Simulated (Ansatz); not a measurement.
We consider cubic perovskite BaLiF₃, described by PBE0 (Ansatz, a program for electronic structure, PAW).

Settings: plane-wave cutoff 460 eV, 6×6×6 k mesh, Fermi–Dirac smearing 0.01 eV, scalar-relativistic PAW data made under PBE.

The direct gap at Γ against volume; x = 100 ln(V/12.882 Å³). One gap is withheld.

```json
[
 {"V (Å³/atom)": "12.088", "x": "-6.36", "gap (eV)": "?"},
 {"V (Å³/atom)": "12.406", "x": "-3.77", "gap (eV)": "9.543"},
 {"V (Å³/atom)": "12.724", "x": "-1.23", "gap (eV)": "9.501"},
 {"V (Å³/atom)": "12.882", "x": "0.00", "gap (eV)": "9.479"},
 {"V (Å³/atom)": "13.042", "x": "1.23", "gap (eV)": "9.457"},
 {"V (Å³/atom)": "13.360", "x": "3.64", "gap (eV)": "9.411"}
]
```

Question: Fit a straight line to the rows shown, give the volume deformation potential and predict the withheld gap.

Answer: Means of the 5 rows: x̄ = -0.026, ȳ = 9.4782 eV. Σ(x − x̄)(y − ȳ) = -0.5430 and Σ(x − x̄)² = 30.485, so the slope is -0.0178 eV per unit of x, and dE_g/d ln V = -1.8 eV. At x = -6.36: 9.4782 + (-0.0178) × (-6.36 − (-0.026)) = 9.591 eV. The run gives 9.582 eV, 0.009 eV below the line.

Spin–orbit coupling is not included.

Note: the relaxation could not lower the start's symmetry, so the cell can be a saddle point above a distorted one.
